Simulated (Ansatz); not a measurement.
The (332) surface of bcc V in its 1x1 cell, outermost plane spacing 0.64 Å in the ideal cut

Level of theory: r2SCAN, at the PBE geometry (plane waves to 500 eV, PAW; Ansatz, a first-principles code).

Set-up: 17 atoms, 10.2 Å thick at the start (thin: gaps and levels are the slab's own); mesh 9x8x1; 0.1 eV smearing; dipole correction on; single point; on the structure that PBE left under its start's symmetry; no spin, no spin-orbit, no U.

The surface energy (mean of both faces) is 179 meV/Å^2 and the work function of the top face is 3.92 eV. The cost is very roughly 7 core-minutes.
